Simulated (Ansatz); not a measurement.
For cubic perovskite CsSnI₃ (cubic high-temperature phase), PBE-D4 (Ansatz, a first-principles code, plane waves, PAW) gives:

| Property | Result |
|---|---|
| lattice constant a | 6.182 Å |
| formation enthalpy | -0.932 eV/atom |

**Question.** What does r²SCAN+rVV10 (plane waves, PAW; Ansatz) give for the same quantities?

**Answer.** 
- lattice constant a: 6.156 Å (decreases by 0.4 %)
- formation enthalpy: -1.055 eV/atom (moves by -0.123 eV/atom)

Changes are worked out from the printed values.

Unless a cell is named, each level is at its own relaxed cell (PBE-D4 47.24, r²SCAN+rVV10 46.67 Å³/atom).

Levels without +SOC leave out spin–orbit coupling, which shifts energies and cells of such heavy elements.

Caveats: the relaxation could not lower the start's symmetry, so the cell can be a saddle point above a distorted one (PBE-D4, r²SCAN+rVV10). Ansatz's density-functional and Hartree–Fock values are scalar-relativistic unless marked +SOC, with PAW data made under PBE.
